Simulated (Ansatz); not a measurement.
**A computed series for SrTiO3: response to strain**

Consider SrTiO$_{3}$ in the cubic perovskite structure (space group Pm-3m, No. 221; a = 3.891 Å).

Strains are applied to the cell and any free atomic positions relax.

Level of theory: PBEsol (Ansatz, a quantum-chemistry and plane-wave program), without spin-orbit coupling.

Notes on the quantities. energy relative to the base: free energy F.

```
case                      band gap  width of the top valence band  energy relative to the base
------------------------  --------  -----------------------------  ---------------------------
base                       1.85 eV                        1.05 eV                   0 meV/atom
isotropic strain +1.20 %   1.79 eV                        1.02 eV                +8.5 meV/atom
isotropic strain +1.80 %   1.76 eV                        1.01 eV                 +19 meV/atom
isotropic strain +2.40 %   1.72 eV                        1.01 eV                 +33 meV/atom
isotropic strain +3.00 %   1.69 eV                        1.01 eV                 +50 meV/atom
```

Whether these cells are dynamically stable was not tested. The final runs are not spin-polarised. Many cubic perovskites are stable only at high temperature; tilts and polar distortions were not tested.
